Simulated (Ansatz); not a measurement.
The parent structure is WS2 (space group P6_3/mmc, No. 194; a = 3.115 Å, c = 11.772 Å; layered, stacked along the Cartesian z axis). Axes: x lies along a and z along c of the hexagonal cell.

Method: Ansatz (a quantum-chemistry and plane-wave program), PBEsol-D3(BJ), PAW, cutoff 420 eV, scalar-relativistic without spin-orbit coupling.

Base values:

* **Hole mass**: 0.96 mₑ along c, 0.46 mₑ across (at Γ)

Modification: the cell is compressed by 2.40 % along x with no lateral relaxation, atoms relaxed at fixed cell.

**Question.** How does this affect the stress?

**Answer.** The stress (xx, yy, zz, yz, xz, xy; compression positive) comes out as (7.34, 1.33, 0.42, 0.00, 0.00, 0.00) GPa.

**Question.** How does this affect the hole mass?

**Answer.** The hole mass changes from 0.96 mₑ along c, 0.46 mₑ across (at Γ) to 0.59 mₑ along x, 0.44 mₑ along y, 0.88 mₑ along z (at Γ).

With W present, leaving out spin-orbit coupling can change the band edges. The levels and masses belong to the bands next to the band gap. The cells carry an imposed strain or load. Effective masses come from finite differences of ±0.01 Å⁻¹. Stability against distortions was not tested.
